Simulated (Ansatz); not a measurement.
# Carrier properties of SiC under load (space group P6_3mc)

```
CSi
1.0
    3.03407     0.00000     0.00000
   -1.51704     2.62758     0.00000
    0.00000     0.00000     4.97721
Si C
2 2
Cartesian
  0.00000   1.75172  -0.00197
  1.51704   0.87586   2.48664
  0.00000   1.75172   1.86843
  1.51704   0.87586   4.35703
```

Method: r2SCAN with spin-orbit coupling, rigid bands (plane waves, PAW; Ansatz, an electronic-structure program). Condition of this run: hydrostatic pressure of 10 GPa (compression positive) (the target of the relaxation). How the cell was made: cell and atoms relaxed with PBEsol, then loaded as said.

| Item | Value |
|---|---|
| band gap | 2.59 eV |
| electron conductivity mass (300 K, dilute) | 0.43 (x), 0.43 (y), 0.26 (z) mₑ |
| hole conductivity mass (300 K, dilute) | 1.21 (x), 1.21 (y), 1.45 (z) mₑ |
| effective density of states N_c (300 K) | 1.0e19 cm⁻³ |
| effective density of states N_v (300 K) | 6.5e19 cm⁻³ |
| density-of-states mass, electrons | 0.55 mₑ |
| density-of-states mass, holes | 1.89 mₑ |
| Seebeck coefficient, n-type 1e19 cm⁻³, 300 K | -228 μV/K |
| best n-type power factor at 300 K for τ = 10 fs (best axis; densities from 1e16 to 1e21 cm⁻³ tried, whether or not they can be reached) | 7.0 μW/(cm·K²) at 3e19 cm⁻³ |
| Seebeck coefficient, p-type 1e19 cm⁻³, 300 K | 391 μV/K |

Rigid bands; masses and Seebeck coefficients take one relaxation time τ for all states and one kind of carrier; polarons and phonon drag are left out. Geometry: cell and atoms relaxed with PBEsol.
